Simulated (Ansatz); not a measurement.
Functionals compared on H on the 1x1 (111) surface of fcc Pt, one in a 2x2 cell, started at the site 'hollow Pt-Pt-Pt over Pt at depth 4.6 Å', in Ansatz (plane waves, PAW). The structure was relaxed with PBE; the other rows are single points on it, each with its references at the same level. Cutoff 420 eV (500 eV for r2SCAN).

Slab: 17 atoms, 6.9 Å thick at the start under the adsorbate (thin: gaps and levels are the slab's own); k 6x6x1, smearing 0.1 eV, dipole-corrected; 8 atoms held, the rest relaxed; start symmetry kept, larger cells not searched; no spin, no spin-orbit, no U, no dispersion correction. At the end it is bonded to 3 Pt. In PBE it is, or lies within 0.03 eV of, the lowest of the starts that converged. These notes are the PBE run's. Adsorption energies are against ½ H2(g). A negative adsorption energy means that the adsorbate is more stable on the surface than in its reference.

```csv
functional,adsorption energy (eV),work function of the top face (eV),change of the work function (eV),rough cost of the single point
PBE,-0.46,5.58,-0.10,–
RPBE,___,___,___,very roughly 60 core-seconds
r2SCAN,-0.54,5.66,-0.09,roughly 2.3 core-minutes
```

Complete the blanks.


- RPBE, adsorption energy (eV): -0.30
- RPBE, work function of the top face (eV): 5.43
- RPBE, change of the work function (eV): -0.09

Ansatz is a program for electronic structure.
